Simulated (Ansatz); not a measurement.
Functionals compared on H2O on the 1x1 (110) surface of bcc Ta, one in a 2x2 cell, started at the site 'bridge Ta-Ta (span 2.9 Å)', in Ansatz (plane waves, PAW). The structure was relaxed with PBE; the other rows are single points on it, each with its references at the same level. Cutoff 420 eV (500 eV for r2SCAN).

Model: 19-atom slab, 6.8 Å thick at the start under the adsorbate (thin: gaps and levels are the slab's own), 5x5x1 mesh, Fermi-Dirac 0.1 eV, dipole correction, 8 atoms held, the rest relaxed; no symmetry held; no spin, no spin-orbit, no U, no dispersion correction. At the end it is bonded to Ta. In PBE it is, or lies within 0.03 eV of, the lowest of the starts that converged. These notes are the PBE run's. Adsorption energies are against H2O(g). A negative adsorption energy means that the adsorbate is more stable on the surface than in its reference.

| functional | adsorption energy (eV) | work function of the top face (eV) | change of the work function (eV) | rough cost of the single point |
|---|---|---|---|---|
| PBE | -0.51 | 3.68 | -1.09 | – |
| RPBE | ___ | ___ | ___ | very roughly 2.3 core-minutes |
| r2SCAN | -0.63 | 3.67 | -1.20 | roughly 4 core-minutes |

Problem. Some entries are withheld; supply them.

Solution. 
- RPBE, adsorption energy (eV): -0.30
- RPBE, work function of the top face (eV): 3.58
- RPBE, change of the work function (eV): -1.07

Ansatz is a program for electronic structure.
